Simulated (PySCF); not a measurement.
PySCF 2.14.0, B3LYP/def2-svp, df: W(S)(Cl)3 ([S]=[W+]([Cl])([Cl])[Cl]), charge +1, multiplicity 1, 5 atoms. The geometry is a generated start, not checked to be a minimum at this level.

| Item | Value |
|---|---|
| task | energy |
| method | b3lyp |
| basis | def2-svp |
| two-electron scheme | density fitting |
| mol.max_memory | 3000 MB |
| mf.max_cycle | 100 |
| mf.init_guess | minao (default) |
| mf.DIIS | CDIIS (default) |
| mf.diis_space | 8 (default) |
| mf.conv_tol | 1e-09 (default) |
| mf.grids.level | 3 (default) |
| effective core potentials | those of the basis set, past Kr |
| basis functions | 104 |
| grid points | 99832 |

```xyz
5

W     -0.0324     0.0151     0.0156
S      1.6243    -0.7973    -1.1017
Cl     0.7341     0.7276     1.8698
Cl    -0.8846     1.6045    -1.1174
Cl    -1.4414    -1.5499     0.3337
```

Charge 1 and multiplicity 1 are set for this test and not shown to be the ground state.

One run each on 2 threads, 1 BLAS thread. Values of level_shift (Hartree) tried: 0 (default), 0.1, 0.3, 1.

How does the count of Fock builds change with level_shift (Hartree), and where is it least?

Fewest Fock builds: 0 (default) with 13. The count rises to 38 at 1. All converge to one solution.

```
level_shift (Hartree)  Fock builds            end
---------------------  -----------  -------------
0 (default)                     13  same solution
0.1                             15  same solution
0.3                             23  same solution
1                               38  same solution
```
